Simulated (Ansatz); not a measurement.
Base system: Ir in the fcc (Cu type) structure (space group Fm-3m, No. 225; a = 3.8118 Å; relaxed with 0.1 eV smearing). Axes: x, y, z lie along the cube axes.

Structures relaxed with LDA, PAW, 420 eV (Ansatz, an electronic-structure program; no spin-orbit coupling).

Base:

Simulated powder pattern, Cu Kα1, λ = 1.54056 Å (kinematic, ideal powder, no thermal factors, no anomalous dispersion; the 14 strongest lines at most, above 2 %, up to 2θ = 90°):

| 2θ (°) | I/Imax (%) | hkl |
|---|---|---|
| 40.98 | 100 | (111) |
| 47.68 | 49 | (200) |
| 69.72 | 32 | (220) |
| 84.17 | 40 | (311) |
| 88.86 | 12 | (222) |

One thing is altered: biaxial strain −2.50 %, plane normal [111], relaxed out of plane (Cartesian); in-plane vectors clamped, the third vector and the atoms free.

After the change:

Simulated powder pattern, Cu Kα1, λ = 1.54056 Å (kinematic, ideal powder, no thermal factors, no anomalous dispersion; the 14 strongest lines at most, above 2 %, up to 2θ = 90°):

```json
[
 {"2θ (°)": "40.40", "d (Å)": "2.231", "I/Imax (%)": "37", "hkl": "(111)"},
 {"2θ (°)": "41.89", "d (Å)": "2.155", "I/Imax (%)": "100", "hkl": "(1 1 -1)"},
 {"2θ (°)": "48.32", "d (Å)": "1.882", "I/Imax (%)": "67", "hkl": "(200)"},
 {"2θ (°)": "69.69", "d (Å)": "1.348", "I/Imax (%)": "23", "hkl": "(220)"},
 {"2θ (°)": "71.78", "d (Å)": "1.314", "I/Imax (%)": "21", "hkl": "(2 0 -2)"},
 {"2θ (°)": "83.76", "d (Å)": "1.154", "I/Imax (%)": "14", "hkl": "(311)"},
 {"2θ (°)": "85.74", "d (Å)": "1.132", "I/Imax (%)": "28", "hkl": "(3 1 -1)"},
 {"2θ (°)": "86.73", "d (Å)": "1.122", "I/Imax (%)": "14", "hkl": "(1 1 -3)"},
 {"2θ (°)": "87.35", "d (Å)": "1.115", "I/Imax (%)": "4.4", "hkl": "(222)"}
]
```

The indices refer to the base's conventional cell; one index is shown for lines that coincide. The space group is now R-3m (No. 166).

Whether these cells are dynamically stable was not tested. The final runs are not spin-polarised.
